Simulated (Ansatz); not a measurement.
Te (model structure, started from the diamond type, Fd-3m, No. 227, 2 atoms in the cell), treated with LDA in Ansatz (PAW).

Numerical settings: plane-wave cutoff 520 eV, 16×16×16 k mesh, Fermi–Dirac smearing 0.05 eV, scalar-relativistic PAW data made under PBE.

Cell (relaxed at this level):

Space group Fd-3m, origin choice 1 (No. 227); a = 7.001 Å, b = 7.001 Å, c = 7.001 Å, α = 90.00°, β = 90.00°, γ = 90.00°

| atom | site | symmetry | x | y | z |
|---|---|---|---|---|---|
| Te | 8b | -43m | 0.5000 | 0.5000 | 0.5000 |
(The calculation used a cell of 2 atoms; values per cell refer to that cell.)

Task: Predict the bulk modulus B0.

Result: 
- bulk modulus B0 = 32.5 GPa

The run finds no gap.

Note: the bulk modulus is −V dP/dV from two relaxed cells at ±2 % in volume; the relaxation could raise the start's symmetry but not lower it, so the cell can be a saddle point.

Spin–orbit coupling is not included; it can open a gap where bands touch, and shift volumes and moduli.

Computed values are for the static lattice.

A model structure was made by putting elements into a prototype or built by hand; it is no filed structure, need not be a known phase, and can be a saddle point held by its symmetry.

Ansatz is an electronic-structure program.
